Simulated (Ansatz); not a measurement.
LiBr (model structure, F-43m, No. 216, 2 atoms in the cell), treated with LDA (plane waves, PAW; Ansatz, a program for electronic structure).

Numerical settings: plane-wave cutoff 520 eV, 10×10×10 k mesh, Fermi–Dirac smearing 0.01 eV, scalar-relativistic PAW data made under PBE.

Cell (relaxed at this level):

```
LiBr
1.0
    0.00000     2.84182     2.84182
    2.84182     0.00000     2.84182
    2.84182     2.84182     0.00000
Li Br
1 1
Cartesian
  0.00000   0.00000   0.00000
  1.42091   1.42091   1.42091
```

**Question.** Predict the band gap and bulk modulus.

**Answer.** 
* **band gap**: 4.85 eV (on the SCF k mesh)
* **bulk modulus**: 24.4 GPa

Note: the bulk modulus is −V dP/dV from two relaxed cells at ±2 % in volume; the relaxation could raise the start's symmetry but not lower it, so the cell can be a saddle point.

Spin–orbit coupling is not included.

Static lattice: no zero-point or thermal effects.

A model structure was made by putting elements into a prototype or built by hand; it is no filed structure, need not be a known phase, and can be a saddle point held by its symmetry.
